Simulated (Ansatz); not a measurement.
Structures of equal composition on the (0001) surface of 4H silicon carbide (Si plane on top): (√3x√3)R30° Bi adatom at H3; (√3x√3)R30° Bi adatom at T4. The slabs share one bottom face, and each structure is named by its start. These are constructed structures in small cells; real faces may alloy, dewet or reconstruct in larger ones, and not all known structures of the face are among them. Slabs of about 10 Å, Fermi-Dirac smearing of 0.025 eV. Bottom of the slabs: H caps. Relaxed from the named starts with such symmetry as they have, on meshes of like density; energies extrapolated to zero smearing; spin only where a row says so; no spin-orbit coupling, no U. Brackets mark spin-polarised runs, whose order is one that fits the cell. Where a second, spin-polarised start was run, the lower counts.

These are r2SCAN, at the PBE geometry (plane waves to 500 eV, PAW; Ansatz, a first-principles code) values and carry that method's errors.

**Question.** Order them by energy per 1x1 cell (lowest first) at the level r2SCAN, at the PBE geometry.

**Answer.** (√3x√3)R30° Bi adatom at T4 (0.000 eV, gap 2.25 eV on the mesh), (√3x√3)R30° Bi adatom at H3 (0.103 eV, gap 1.98 eV on the mesh)
